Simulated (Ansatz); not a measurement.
An Ansatz (a program for electronic structure) run: PtSe2 with a change (pressure 3 GPa); DFT with PBE-D3(BJ), PAW potentials and a 420 eV plane-wave cutoff in Ansatz, without spin-orbit coupling.

Input:

Ansatz 0.2 input:
```yaml
crystal:
  lattice:
    - [3.762912207, 0, 0]
    - [-1.8814561035, 3.2587775635, 0]
    - [0, 0, 4.7314619707]
  atoms:
    - { symbol: Pt, position: [0, 0, 0] }
    - { symbol: Se, position: [0.3333333333, 0.6666666667, 0.2697637133] }
    - { symbol: Se, position: [0.6666666667, 0.3333333333, 0.7302362867] }
basis: { ecutwfc: 420, ecutrho_ratio: 4, xc_grid: 2, fft_grid_basis: typed }
kpoints: { mp_grid: { grid: [14, 14, 10] } }
hamiltonian:
  xc: pbe
  dispersion: d3bj
  pseudopotentials: { kind: paw }
scf: { occupations: { method: fermi_dirac, width: 0.05 } }
relax: { f_tol: 0.01, max_steps: 60, cell: { stress_tol: 0.02, p_target: 3.0 } }
output: { forces: true, stress: true }
checkpoint: { write: state.ck, write_every: 1000 }
```

Output (explanatory and most iteration lines left out):

```
Relaxation: its limit of steps is 60 (relax.max_steps)
Pseudopotential: Pt, paw, valence charge 18
Pseudopotential: Se, paw, valence charge 16
Crystal: 3 atoms, lattice volume = 58.020 Å³
Basis set: ecut = 420 eV, 1119 PW (Γ), exchange–correlation on 54×54×64 points (8 copies of the dense FFT grid, shifted against one another)
Bands: 30, of which v1, the nominal top of the filled ones, is band 25 counted from 1 (24 counted from 0)
Symmetry: 12 space group operations
Space group: P-3m1 (ITA 164), of the structure as read, at distance tolerance 3.9e-5 Å
k-points: 208 of 1960
Functional: x = pbe(κ = 0.804, μ = 0.2195149727645171), c = pbe(β = 0.06672455060314922)
SCF iter   1: F=—  HF=-23463.729429 eV  |F-HF|=—  |Δ(HF+E_count)|=         —  Δρ=3.30e-3  dr2=5.56e-3  ethr=1.77e-3  ⟨swp⟩=5.8  Hψ=24274  notcnv=0
SCF iter   2: F=—  HF=-23463.731160 eV  |F-HF|=—  |Δ(HF+E_count)|=   1.73e-3  Δρ=1.93e-3  dr2=3.25e-3  ethr=1.11e-5  ⟨swp⟩=2.0  Hψ=11139  notcnv=0  defer=16
SCF 1 converged in 6 iterations: F = -23463.730579 eV  dr2 = 2.13e-9
relax step   1: F+E_penalty+E_count = -23463.73057898 eV  Δ(F+E_penalty+E_count) = +0.000e0 eV  max|allowed force component| = 1.995e-5 eV/Å  Δτ_max = 0.0000 Å  P = +1.510 GPa  Ω = 58.020 Å³  (6 SCF iters, dr2 threshold 1.00e-7 eV, accepted)
[... steps on the carried basis left out ...]
relax step   6: F+E_penalty+E_count = -23463.71545054 eV  Δ(F+E_penalty+E_count) = +2.332e-4 eV  max|allowed force component| = 2.678e-4 eV/Å  Δτ_max = 0.0000 Å  P = +3.011 GPa  Ω = 56.934 Å³  stress off target by 1.41e-2 GPa  SCF on the basis re-selected at this cell (its energy is not comparable with the rows above)  (6 SCF iters)
SCF converged after 6 iterations
Free energy (F): -23463.715451 eV
Internal energy: -23463.710203 eV  (E = F + TS)
E sigma→0 (E₀):  -23463.712827 eV
Entropy (-TS):   -0.005247 eV (-1.749 meV/atom)
Fermi energy:    14.486079 eV
  E_disp       = -1.537104  (pairwise vdW)
--- Forces (eV/Å), atoms counted from 1 ---
  atom   1  Pt    -0.00000000    -0.00000000     0.00000000
  atom   2  Se     0.00000000    -0.00000000     0.00026776
  atom   3  Se     0.00000000     0.00000000    -0.00026776
--- Stress (GPa, compression-positive) ---
        3.014148      -0.000000       0.000000
        0.000000       3.014148      -0.000000
        0.000000      -0.000000       3.004503
  P = ⅓ Tr σ = 3.0109 GPa (30.109 kbar)
--- Relaxed structure (5 steps of the walk, 4 accepted, 1 SCFs on fresh bases) ---
  cell:  # Å, volume = 56.9338 Å³
    - [3.7536463951405032, 2.745604265389179e-33, -4.546740555675462e-18]
    - [-1.8768231975702516, 3.250753135015556, 2.27337027783773e-18]
    - [-5.717042770678513e-18, 1.4907682450717539e-33, 4.665870928777192]
  atoms:
    - { symbol: Pt, position: [4.5028956311927653e-35, 3.4885279083374795e-36, 0.0] }
    - { symbol: Se, position: [0.33333333333333326, 0.6666666666666665, 0.2729136864514474] }
    - { symbol: Se, position: [0.6666666666666665, 0.33333333333333326, 0.7270863135485525] }
```

Load acts through the strain it causes; cell and atoms are relaxed under it. No phonon test of stability was made. The final runs are not spin-polarised. The cell was made from PtSe₂ in the CdI2 type structure (space group P-3m1, No. 164; layered) by this change: pressure 3 GPa.
